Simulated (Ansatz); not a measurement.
The starting structures come from a database of crystals and need not be the phases stable at ambient conditions.

 Where the default PAW files enter, the runs use the earlier of Ansatz's two default sets.

By PBEsol, the system below comes out a metal.

The ballistic (Sharvin) conductance counts the channels at the Fermi level: G/A = (e²/h) × channels of both spins per area.

```yaml
crystal:
  lattice:
    - [5.76884, 0.00000, 0.00000]
    - [2.88442, 6.86991, 0.00000]
    - [2.88442, 0.00000, 8.68458]
  atoms:
    - { symbol: Y, position: [0.75403, 0.49194, 0.50000] }
    - { symbol: Y, position: [0.50403, 0.99194, 0.00000] }
    - { symbol: Y, position: [0.17769, 0.00674, 0.66576] }
    - { symbol: Y, position: [0.81557, 0.00674, 0.33424] }
    - { symbol: Y, position: [0.39981, 0.50674, 0.16576] }
    - { symbol: Y, position: [0.09345, 0.50674, 0.83424] }
    - { symbol: Ge, position: [0.72345, 0.30260, 0.87084] }
    - { symbol: Ge, position: [0.97395, 0.30260, 0.12916] }
    - { symbol: Ge, position: [0.35311, 0.80260, 0.37084] }
    - { symbol: Ge, position: [0.84429, 0.80260, 0.62916] }
    - { symbol: Ge, position: [0.50623, 0.66436, 0.82530] }
    - { symbol: Ge, position: [0.82941, 0.66436, 0.17470] }
    - { symbol: Ge, position: [0.25411, 0.16436, 0.32530] }
    - { symbol: Ge, position: [0.58153, 0.16436, 0.67470] }
    - { symbol: Ge, position: [0.06157, 0.87686, 0.00000] }
    - { symbol: Ge, position: [0.31157, 0.37686, 0.50000] }
```

Space group of this cell: Fdd2. The cell is taken as given; by PBEsol its mean pressure is -2.4 GPa.

The current flows along the normal of the first two printed cell vectors. No spin-orbit coupling; the value is a mean over 0.1 eV about the Fermi level.

Problem. Compute, with PBEsol in Ansatz (a program for electronic structure), the ballistic conductance per area.

Solution. 0.35 × 10¹⁵ S/m² for both spins.
